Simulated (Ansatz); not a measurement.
Base system: KI in the rock salt structure (space group Fm-3m, No. 225; a = 7.006 Å). Axes: x, y, z lie along the cube axes.

Structures relaxed with PBEsol (Ansatz, a first-principles code; PAW; 420 eV plane waves; no spin-orbit coupling).

Base:

Simulated powder pattern, Co Kα, λ = 1.79026 Å (kinematic, ideal powder, no thermal factors, no anomalous dispersion; the 14 strongest lines at most, above 2 %, up to 2θ = 90°):

```tsv
2θ (°)	I/Imax (%)	hkl
25.57	48	(111)
29.61	100	(200)
42.37	75	(220)
50.15	25	(311)
52.54	26	(222)
61.47	12	(400)
67.69	11	(331)
69.70	34	(420)
77.51	25	(422)
83.20	8.8	(333)
```

One thing is altered: tensile biaxial strain of 2.50 % in the plane normal to [001], as in epitaxy on a mismatched substrate; the out-of-plane cell vector and the atoms relax.

### Question
Where do the lines fall after the change?

### Answer

Simulated powder pattern, Co Kα, λ = 1.79026 Å (kinematic, ideal powder, no thermal factors, no anomalous dispersion; the 14 strongest lines at most, above 2 %, up to 2θ = 90°):

```json
[
 {"2θ (°)": "25.20", "I/Imax (%)": "69", "hkl": "(111)"},
 {"2θ (°)": "28.87", "I/Imax (%)": "100", "hkl": "(200)"},
 {"2θ (°)": "29.79", "I/Imax (%)": "46", "hkl": "(002)"},
 {"2θ (°)": "41.29", "I/Imax (%)": "38", "hkl": "(220)"},
 {"2θ (°)": "41.96", "I/Imax (%)": "72", "hkl": "(202)"},
 {"2θ (°)": "48.99", "I/Imax (%)": "25", "hkl": "(311)"},
 {"2θ (°)": "50.16", "I/Imax (%)": "12", "hkl": "(113)"},
 {"2θ (°)": "51.74", "I/Imax (%)": "39", "hkl": "(222)"},
 {"2θ (°)": "59.82", "I/Imax (%)": "13", "hkl": "(400)"},
 {"2θ (°)": "67.76", "I/Imax (%)": "17", "hkl": "(420)"},
 {"2θ (°)": "68.25", "I/Imax (%)": "17", "hkl": "(402)"},
 {"2θ (°)": "69.68", "I/Imax (%)": "16", "hkl": "(204)"},
 {"2θ (°)": "75.74", "I/Imax (%)": "25", "hkl": "(422)"},
 {"2θ (°)": "77.12", "I/Imax (%)": "12", "hkl": "(224)"}
]
```

The indices refer to the base's conventional cell; one index is shown for lines that coincide. The space group is now I4/mmm (No. 139).

Whether these cells are dynamically stable was not tested.
